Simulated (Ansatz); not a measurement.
Consider HfO₂ (space group P2_1/c, No. 14; a = 5.096 Å, b = 5.177 Å, c = 5.271 Å, α = γ = 90.00°, β = 99.62°).

Calculations: PBEsol, PAW, 420 eV (Ansatz, an electronic-structure program; no spin-orbit coupling).

One change was made to it. Results:

The gap character goes from indirect, Γ → Y₂ to indirect, Γ–A (29 % along) → Y₂; the band gap goes up by 0.397 eV, from 3.97 eV to 4.36 eV; the width of the top valence band shrinks by 0.18 eV, from 0.73 eV to 0.55 eV; the volume per atom decreases by 0.59 Å³ to 10.83 Å³.

Q: Which of these changes matches the shifts?
A) pressure 30 GPa
B) pressure 4.5 GPa
C) pressure 22.5 GPa
D) pressure 9 GPa

A: D, pressure 9 GPa. For comparison, the band gap in the other runs: pressure 22.5 GPa gives 4.66 eV; pressure 30 GPa gives 3.60 eV; pressure 4.5 GPa gives 4.10 eV.

Spin-orbit coupling, missing from the scalar runs, can matter with Hf. Load acts through the strain it causes; cell and atoms are relaxed under it. Stability against distortions was not tested. Competing high-pressure phases were not computed. Along this pressure series the structure jumps between pressure 22.5 GPa and pressure 30 GPa; cells beyond that are another form of it.
